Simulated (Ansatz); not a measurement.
The parent structure is CdSe in the zinc blende structure (space group F-43m, No. 216; a = 6.082 Å). Axes: x, y, z lie along the cube axes.

Calculations: Kohn–Sham DFT with the PBEsol functional, run in Ansatz (a quantum-chemistry and plane-wave program) with PAW and 420 eV plane waves, no SOC.

For the base:

- Electron mass = 0.049 mₑ (at Γ)

The change: biaxial strain +2.00 %, plane normal [001], relaxed out of plane (Cartesian); in-plane vectors clamped, the third vector and the atoms free.

Q: Estimate the effect on the energy relative to the base, hole mass and electron mass.

A: The energy increases by 2.9 meV/atom; the hole mass is 0.041 mₑ out of plane, 0.65 mₑ in plane (at Γ); the electron mass goes from 0.049 mₑ (at Γ) to 0.040 mₑ out of plane, 0.050 mₑ in plane (at Γ).

The levels and masses belong to the bands next to the band gap. Effective masses come from finite differences of ±0.01 Å⁻¹. Stability against distortions was not tested.
